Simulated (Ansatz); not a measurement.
The parent structure is HgS in the rock salt structure (space group Fm-3m, No. 225; a model cell, its experimental status unchecked; relaxed with 0.1 eV smearing).

```
CELL_PARAMETERS angstrom
      0.00000     2.72680     2.72680
      2.72680     0.00000     2.72680
      2.72680     2.72680     0.00000
ATOMIC_POSITIONS crystal
  S  0.00000 0.00000 0.00000
  Hg 0.50000 0.50000 0.50000
```

Cartesian axes are those of the cell as printed.

Computed with PBEsol (Ansatz, an electronic-structure program), without spin-orbit coupling.

The change: a pure shear with ε_yz = ε_zy = -0.0368; the atoms relax in the strained cell.

Problem. Predict the stress tensor and what it implies for the stiffness.

Solution. Stress of the strained cell less that of the base (GPa, compression positive):
```
   -0.1     0.0     0.0
    0.0     0.1     1.8
    0.0     1.8     0.1
```

Then −Δσ/γ with γ = 2ε = -0.0736 gives secant stiffness values (nonlinear terms included at this strain): C44 ≈ 24 GPa.

As a check, the harmonic strain energy −½ V₀ Δσ:ε is 8.4 meV/atom; the computed energy rise is 8.4 meV/atom.

No phonon test of stability was made. All final runs are without spin polarisation. This is not the structure that HgS has at room temperature and ambient pressure.
